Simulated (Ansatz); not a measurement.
Worked sum: formation energy of the neutral Sn_i + 2 V_Si in Si (diamond, Fd-3m)

We look at the formation energy of the neutral Sn_i + 2 V_Si in Si (diamond, Fd-3m). Reaction: Sn (white tin) + 62 Si (diamond) → cell A.

A: a supercell of 64 sites of Si (diamond, Fd-3m) with two empty Si sites amid 4 Si; Sn off the lattice sites (6 Si at 2.88 Å); the closest two of these centres are 1.2 Å apart, the farthest 2.4 Å; spin state with PBE: no moments.

Setting: static, neutral cells in Ansatz (PAW) whose structures rest at the PBE level. Ansatz (an electronic-structure program) runs with its default PAW set. Other levels take these structures. The lattices are those relaxed with PBE, so at other levels the solids can be strained. Larger cells are relaxed from a start prepared with the learned potential CHGNet till forces fall under 0.03 eV/Å, which some starts already meet. A dispersion term (D3(BJ), or D4 for r2SCAN) was computed beside these levels and is taken off wherever the name lacks it. The PAW files were made for PBE and serve at the other functionals too. Space groups of crystals are read within 0.01 Å. Spin-orbit coupling is left out. The cell is small for its defects, so this is an ordered compound on the host's lattice rather than an isolated defect.

Total energies of the cells in eV, at zero smearing width. They compare only within one column; the weights balance every element.

```
cell                 atoms  weight        r2SCAN
-------------------  -----  ------  ------------
A: Si:Sn_i + 2 V_Si     63      +1  -45657.29400
Sn (white tin)           2    −1/2  -12077.02258
Si (diamond)            64  −31/32  -40900.05066
```

r2SCAN: (-45657.29400) − 1/2 × (-12077.02258) − 31/32 × (-40900.05066) = 3.141 eV.
